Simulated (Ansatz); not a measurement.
Take SnO in the litharge type structure (space group P4/nmm, No. 129; a = 3.793 Å, c = 4.764 Å; layered, stacked along the Cartesian z axis) as the base.

All numbers come from Ansatz (a first-principles code), r2SCAN+rVV10, PAW, cutoff 500 eV, spin-orbit coupling left out, earlier PAW set.

For the base:

```
Property                           Result
-----------------------------  ----------
In-plane lattice parameter a   7.167 bohr
Shortest interatomic distance  4.188 bohr
```

Now apply this change: a free-standing slab of 4 layers (16 atoms, 4 a layer) is cut normal to the stacking axis, with 15 Å of vacuum and the in-plane cell relaxed.

**Question.** What does the calculation give for the thickness between the outermost nuclei after the change?

**Answer.** The thickness between the outermost nuclei amounts to 16.69 Å.

**Question.** Predict the new in-plane lattice parameter a.

**Answer.** The in-plane lattice parameter a decreases by 0.018 bohr to 7.149 bohr.

**Question.** Predict the new excess energy per area of both faces.

**Answer.** The excess energy per area of both faces (slab less bulk energy over the cell's area: twice a surface energy) amounts to 0.5 J/m² (uncertain by up to 0.2 J/m²).

**Question.** Predict the new shortest interatomic distance.

**Answer.** The shortest interatomic distance falls by 0.005 bohr, from 4.188 bohr to 4.183 bohr.

The excess energy carries the mismatch between the slab's and the bulk's meshes. No phonon test of stability was made. All final runs are without spin polarisation.
